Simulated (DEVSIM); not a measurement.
System: Mo/SiO2/p-Si capacitor, at 400 K.

| layer (left to right) | material | thickness (nm) | Na (cm⁻³) |
|---|---|---|---|
| 1 | SiO2 | 17.0 | - |
| 2 | Si | 2100 | 7.7e16 |

Metal gate on the left, work function 4.6 eV. Fixed charge at the semiconductor interface 1.9e11 cm⁻² (in units of +e); no interface traps.

This is a model device: material constants are rounded textbook-type values typed into the input, and sizes, dopings and lifetimes were drawn at random. Values at 300 K; Nc and Nv go as T^1.5, mobilities as T to minus their exponent, the gap by Varshni's rule with the affinity fixed.

```csv
parameter,SiO2,Si
gap (eV),9,1.124
affinity (eV),0.9,4.05
permittivity,3.9,11.7
Nc (cm⁻³),-,2.86e19
Nv (cm⁻³),-,3.1e19
Varshni α (eV/K),-,0.000473
Varshni β (K),-,636
```

DEVSIM, 1D Poisson equation in equilibrium, Boltzmann statistics, complete ionisation; no quantum confinement or tunnelling. Metal contacts follow the ideal Schottky-Mott rule: no Fermi-level pinning, no interface dipoles.

The temperature was swept, all else fixed.

| temperature (K) | minimum of the low-frequency capacitance (μF/cm²) | flat-band voltage (V) |
|---|---|---|
| 250 | (withheld) | -0.61 |
| 300 | 0.0662 | -0.57 |
| 350 | 0.0717 | -0.52 |
| 400 | 0.0741 | -0.47 |
| 450 | 0.0805 | -0.42 |
| 500 | 0.0866 | -0.37 |

Question: Fill in the missing entries.

Answer: 
- 250, minimum of the low-frequency capacitance (μF/cm²): 0.0643
